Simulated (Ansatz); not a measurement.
# A computed series for hypothetical Fm-3m WSe2: element substitutions

Take WSe₂ (space group Fm-3m, No. 225; ferromagnetic; a hypothetical phase, not in the database extracts checked) as the base.

```yaml
crystal:
  lattice:
    - [0.00000, 3.13283, 3.13283]
    - [3.13283, 0.00000, 3.13283]
    - [3.13283, 3.13283, 0.00000]
  atoms:
    - { symbol: W, position: [0.00000, 0.00000, 0.00000] }
    - { symbol: Se, position: [0.25000, 0.25000, 0.25000] }
    - { symbol: Se, position: [0.75000, 0.75000, 0.75000] }
```

Each row replaces one element on all its sites; cell and atoms are relaxed.

All numbers come from Ansatz (a quantum-chemistry and plane-wave program), PBE, PAW, cutoff 420 eV, no spin-orbit coupling, earlier PAW set.

**Question.** Only one of these has a band gap. Which?
(A) Se → Br
(B) Se → S
(C) W → Re

**Answer.** A, Se → Br. Computed: W → Re: zero; Se → Br: 0.60 eV; Se → S: zero

The magnetic state is the one reached from the starting moments; the real material's order can differ, and small cells can't hold many antiferromagnetic ones. Spin-orbit coupling, missing from the scalar runs, can matter with W. No phonon test of stability was made. As relaxed here, ReSe2, WBr2 and WS2 are hypothetical phases, not in the database extracts checked. Spin-polarised in the final run: base and WS2; the other runs are not. An odd electron count without spin: ReSe2. ReSe2 has a high density of states at the Fermi level and may be magnetic at this level.
